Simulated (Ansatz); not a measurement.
Functionals compared on the (311) surface of bcc W in its 1x1 cell, outermost plane spacing 0.48 Å in the ideal cut, in Ansatz (plane waves, PAW). The structure was relaxed with PBE; the other rows are single points on it, each with its references at the same level. Cutoff 420 eV (500 eV for r2SCAN).

Set-up: 22 atoms, 10.1 Å thick at the start (thin: gaps and levels are the slab's own); mesh 9x5x1; 0.1 eV smearing; dipole correction on; all atoms relaxed; held to the part of the start's symmetry that mesh and held atoms allow; no spin, no spin-orbit, no U. These notes are the PBE run's.

```json
[
 {"functional": "PBE", "surface energy (J/m²)": "3.69", "work function of the top face (eV)": "4.09", "rough cost of the single point": "–"},
 {"functional": "LDA", "surface energy (J/m²)": "___", "work function of the top face (eV)": "___", "rough cost of the single point": "very roughly 6 core-minutes"},
 {"functional": "PBEsol", "surface energy (J/m²)": "4.03", "work function of the top face (eV)": "4.18", "rough cost of the single point": "about 7 core-minutes (a rough figure)"},
 {"functional": "RPBE", "surface energy (J/m²)": "3.50", "work function of the top face (eV)": "3.94", "rough cost of the single point": "roughly 8 core-minutes"},
 {"functional": "r2SCAN", "surface energy (J/m²)": "4.00", "work function of the top face (eV)": "4.07", "rough cost of the single point": "about 17 core-minutes (a rough figure)"}
]
```

Question: Fill in the missing entries.

Answer: 
- LDA, surface energy (J/m²): 4.10
- LDA, work function of the top face (eV): 4.38

Ansatz is an electronic-structure program.
